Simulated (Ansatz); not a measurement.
Levels about the gap of amorphous Hf$_{18}$O$_{37}$Ba (56 atoms in a cell of 739 Å³, 8.85 g/cm³; zone centre alone, so wide bands show as single levels with stretches between that a denser mesh fills), at the geometry that PBE relaxed, where it gives 3.8 GPa on a denser mesh. The participation number counts the atoms over which a state spreads; weights are charges in smoothed Voronoi cells. The levels come from a single point, so bond lengths are those of that geometry. Method of the levels: PBE, scalar-relativistic without spin-orbit coupling (Ansatz, a program for electronic structure). Sampling: the zone centre alone; Fermi-Dirac width 0.02 eV; no spin polarisation. At PBE the levels at the filled edge of the gap are localised (band-tail or defect states).

Preparation: random packing, a CHGNet melt and quench, and a DFT relaxation. O atoms were pushed apart under 1.9 Å during the dynamics, to hinder bonds among them. The hot cell started wider than the set density and was brought back towards it in steps. It is the lowest in DFT energy of 2 quenches. It is a model cell: composition and starting density were chosen by hand, and all elements were melted together. No dispersion term was used. Its density started from a set value of 8.86 and ended at 8.85 g/cm³. Cooling (nominally 380 K/ps over its main leg) ran many orders faster than in experiment, which tends to leave more defects and strain. One small periodic cell is one sample of the glass; other quenches scatter about these values. The volume was held where the preparation left it and the shape relaxed, at a PBE pressure of 3.8 GPa. Stress components on the final sampling reach 3.9 GPa. On a 2×2×2 Γ-centred mesh force components of up to 0.14 eV/Å stay, since the relaxation ran on the zone centre alone.

```csv
"E - E(highest filled), eV",filling,participation number,largest on,weight O,weight Hf,weight Ba
-0.39,filled,16.3,"O, 3 neighbours",0.94,0.06,0.00
-0.30,filled,15.7,"O, 3 neighbours",0.94,0.05,0.00
-0.29,filled,18.6,"O, 3 neighbours",0.94,0.06,0.00
-0.24,filled,16.5,"O, 3 neighbours",0.95,0.05,0.00
-0.17,filled,8.0,"O, 3 neighbours",0.94,0.05,0.00
-0.07,filled,8.7,"O, 3 neighbours",0.95,0.05,0.00
0.00,filled,4.8,"O, 3 neighbours",0.94,0.05,0.00
4.20,empty,25.1,"Hf, 7 neighbours",0.53,0.46,0.01
4.30,empty,20.6,"Hf, 6 neighbours",0.40,0.60,0.00
4.40,empty,26.3,"Hf, 7 neighbours",0.46,0.54,0.01
4.61,empty,21.5,"Hf, 7 neighbours",0.40,0.59,0.01
4.63,empty,16.5,"Hf, 5 neighbours",0.39,0.61,0.00
4.65,empty,31.1,"Hf, 6 neighbours",0.42,0.56,0.02
4.75,empty,27.9,"Hf, 7 neighbours",0.41,0.59,0.01
```

Most localised among these is the filled level at +0.00 eV, on a O atom, which has 3 neighbours (Hf 1.97 Å, Hf 2.15 Å, Ba 2.63 Å).
